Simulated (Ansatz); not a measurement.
# TiC under a change: biaxial strain +2.08 %, plane normal [111], relaxed out of plane

Consider TiC in the rock salt structure (space group Fm-3m, No. 225; a = 4.293 Å; relaxed with 0.1 eV smearing). Axes: x, y, z lie along the cube axes.

One thing is altered: tensile biaxial strain of 2.08 % in the plane normal to [111], as in epitaxy on a mismatched substrate; the out-of-plane cell vector and the atoms relax.

Level of theory: PBEsol, PAW, 420 eV (Ansatz, an electronic-structure program; spin-orbit coupling left out). Γ-centred 23×23×23 mesh, Fermi–Dirac width 0.1 eV.

Volume per atom: 10.18 Å³ (base 9.89 Å³)
Shortest interatomic distance: 2.168 Å (base 2.147 Å)
Energy relative to the base (free energy F): +14 meV/atom
Pressure (mean of the normal stresses, compression positive): -7.2 GPa (base 0.0 GPa)
Band gap: zero (base zero)
Out-of-plane strain: -1.27 %
Ratio −ε⊥/ε∥: 0.61
Mean in-plane stress (compression positive): -10.7 GPa

Cost of the whole job for the changed cell (relaxation, final SCF and bands): about 90 core-seconds (a rough figure).

Whether these cells are dynamically stable was not tested. The final runs are not spin-polarised.
